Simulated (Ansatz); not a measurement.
We consider ScBeNO (model structure, started from the LaZnOP type, P4/nmm, No. 129, 8 atoms in the cell), described by LDA (PAW; Ansatz, an electronic-structure program).

The input as run:

Ansatz 0.2 input:
```yaml
crystal:
  lattice:
    - [3.2654230532, 0.0, 0.0]
    - [0.0, 3.2654230532, 0.0]
    - [0.0, 0.0, 6.6881695955]
  atoms:
    - { symbol: Sc, position: [0.0, 0.5, 0.8352738572] }
    - { symbol: Sc, position: [0.5, 0.0, 0.1647261428] }
    - { symbol: Be, position: [0.0, 0.0, 0.5] }
    - { symbol: Be, position: [0.5, 0.5, 0.5] }
    - { symbol: N, position: [0.5, 0.0, 0.6086778561] }
    - { symbol: N, position: [0.0, 0.5, 0.3913221439] }
    - { symbol: O, position: [0.5, 0.5, 0.0] }
    - { symbol: O, position: [0.0, 0.0, 0.0] }
basis:
  ecutwfc: 520
  ecutrho_ratio: 4
  xc_grid: 2
kpoints:
  mp_grid: { grid: [10, 10, 6] }
hamiltonian:
  xc: lda
  dispersion: none
  pseudopotentials: { kind: paw }
scf:
  occupations: { method: fermi_dirac, width: 0.01 }
output:
  forces: true
  stress: true
  eigenvalues: true
relax:
  f_tol: 0.004
  escape_saddle: false
  max_steps: 80
  cell: { stress_tol: 0.02, fix: [volume] }
```

Excerpt of the program's output:

```
Relaxation: its limit of steps is 80 (relax.max_steps)
Crystal: 8 atoms, lattice volume = 71.316 Å³
Basis set: ecut = 520 eV, 1921 PW (Γ), exchange–correlation on 50×50×100 points (8 copies of the dense FFT grid, shifted against one another)
Bands: 32, of which v1, the nominal top of the filled ones, is band 24 counted from 1 (23 counted from 0)
Symmetry: 16 space group operations
Space group: P4/nmm (ITA 129), of the structure as read, at distance tolerance 4.1e-5 Å
k-points: 84 of 600
Functional: x = slater, c = lda
SCF iter   1: F=—  HF=-6223.716126 eV  |F-HF|=—  |Δ(HF+E_count)|=         —  Δρ=1.42e-2  dr2=1.24e-1
SCF iter   2: F=—  HF=-6223.684498 eV  |F-HF|=—  |Δ(HF+E_count)|=   3.16e-2  Δρ=3.47e-3  dr2=2.95e-3
  ...
SCF 1 converged in 6 iterations: F = -6223.683465 eV  dr2 = 3.83e-8
Crystal: 8 atoms, lattice volume = 71.316 Å³
Basis set: ecut = 520 eV, 1905 PW (Γ), exchange–correlation on 50×50×100 points (8 copies of the dense FFT grid, shifted against one another)
Initial density: handed on by an earlier stage of this run
SCF 2 converged in 6 iterations: F = -6223.688754 eV  dr2 = 2.25e-9
Crystal: 8 atoms, lattice volume = 71.316 Å³
SCF 3 converged in 6 iterations: F = -6223.688827 eV  dr2 = 7.19e-12
Crystal: 8 atoms, lattice volume = 71.316 Å³
SCF 4 converged in 6 iterations: F = -6223.688834 eV  dr2 = 1.27e-12
Crystal: 8 atoms, lattice volume = 71.316 Å³
SCF iter   7: F=-6223.688835 eV  HF=-6223.688835 eV  |F-HF|=1.82e-12  |Δ(HF+E_count)|=  1.82e-12  Δρ=7.70e-10  dr2=2.63e-16
SCF iter   8: F=-6223.688835 eV  HF=-6223.688835 eV  |F-HF|=0.00e0  |Δ(HF+E_count)|=    0.00e0  Δρ=3.33e-10  dr2=5.24e-17
SCF 5 converged in 8 iterations: F = -6223.688835 eV  dr2 = 5.24e-17
SCF converged after 8 iterations
Free energy (F): -6223.688835 eV
Internal energy: -6223.688835 eV  (E = F + TS)
E sigma→0 (E₀):  -6223.688835 eV
Fermi energy:    11.950781 eV
--- Forces (eV/Å), atoms counted from 1 ---
  atom   1  Sc    -0.00000000     0.00000000     0.00027378
  atom   2  Sc     0.00000000    -0.00000000    -0.00027378
  atom   3  Be     0.00000000    -0.00000000    -0.00000000
  atom   4  Be    -0.00000000     0.00000000     0.00000000
  atom   5  N     -0.00000000     0.00000000    -0.00238220
  atom   6  N      0.00000000    -0.00000000     0.00238220
  atom   7  O     -0.00000000     0.00000000     0.00000000
  atom   8  O      0.00000000    -0.00000000    -0.00000000
--- Stress (GPa, compression-positive) ---
        3.226437       0.000000       0.000000
        0.000000       3.226437       0.000000
        0.000000       0.000000       3.205724
  P = ⅓ Tr σ = 3.2195 GPa (32.195 kbar)
```

The cell is one volume of an energy–volume scan, off the minimum.

The PAW data were made under PBE.

Note: the relaxation could raise the start's symmetry but not lower it, so the cell can be a saddle point.

A model structure was made by putting elements into a prototype or built by hand; it is no filed structure, need not be a known phase, and can be a saddle point held by its symmetry.
